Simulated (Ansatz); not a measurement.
Al2O3: tensor shear ε_xz = +1.20 %

Base system: Al$_{2}$O$_{3}$ in the corundum structure (space group R-3c, No. 167; a = 4.774 Å, c = 13.015 Å (hexagonal axes)). Axes: x lies along a and z along c of the hexagonal cell.

Now apply this change: a pure shear with ε_xz = ε_zx = 0.0120, atoms relaxed at fixed cell.

Method: plane-wave PAW DFT at the PBEsol level (Ansatz, a quantum-chemistry and plane-wave program, 420 eV), without spin-orbit coupling. Settings: 8×8×8 k-points, 0.05 eV Fermi–Dirac smearing.

| quantity | base | changed | shift |
|---|---|---|---|
| volume per atom | 8.56 Å³ | 8.56 Å³ | 0.00 Å³ |
| space group | R-3c (No. 167) | P-1 (No. 2) | – |
| shortest interatomic distance | 186.1 pm | 185.0 pm | -1.1 pm |
| energy relative to the base (free energy F) | 0 meV/atom | +2.2 meV/atom | +2.2 meV/atom |
| pressure (mean of the normal stresses, compression positive) | 0.00 GPa | 0.14 GPa | +0.14 GPa |
| band gap | 6.03 eV | 6.02 eV | -0.01 eV |
| gap character | direct at Γ | direct at Γ | – |
| valence-band top at Γ (three highest levels, from the VBM) | 0.00, -0.04, -0.04 eV | 0.00, -0.04, -0.05 eV | – |
| stress (xx, yy, zz, yz, xz, xy; compression positive) | – | (0.17, 0.08, 0.18, -0.02, -3.39, -0.45) GPa | – |

Cost of the whole job for the changed cell (relaxation, final SCF and bands): around 5 core-minutes (rough).

The cells carry an imposed strain or load. Whether these cells are dynamically stable was not tested. Labels are those of the standard path for the cell's own space group.
